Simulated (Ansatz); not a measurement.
# Effect of S → Se on TiS2

Start from TiS$_{2}$ in the CdI2 type structure (space group P-3m1, No. 164; a = 3.361 Å, c = 5.522 Å; layered, stacked along the Cartesian z axis).

Modification: Se takes the place of S on all its sites; the structure is relaxed again.

The values are results of Kohn–Sham DFT with the PBE-D3(BJ) functional, run in Ansatz (an electronic-structure program) with PAW and 420 eV plane waves, no spin-orbit coupling, not measurements. Γ-centred 15×15×8 mesh, Fermi–Dirac width 0.05 eV, for the changed cell.

```
quantity                                  base          changed         shift
-----------------------------  ---------------  ---------------  ------------
volume per atom                       18.00 Å³         20.54 Å³      +2.54 Å³
density                             3.44 g/cm³       5.55 g/cm³  +2.102 g/cm³
lattice parameter a                    3.361 Å          3.481 Å      +0.120 Å
c/a ratio                                1.643            1.687        +0.044
space group                    P-3m1 (No. 164)  P-3m1 (No. 164)             –
shortest interatomic distance          2.409 Å          2.540 Å      +0.131 Å
band gap                                  zero             zero             –
```

Cost of the whole job for the changed cell (relaxation, final SCF and bands): about 90 core-seconds (a rough figure).

Stability against distortions was not tested. The final runs are not spin-polarised. The zero or small gap of TiS2 can change with the level of theory.
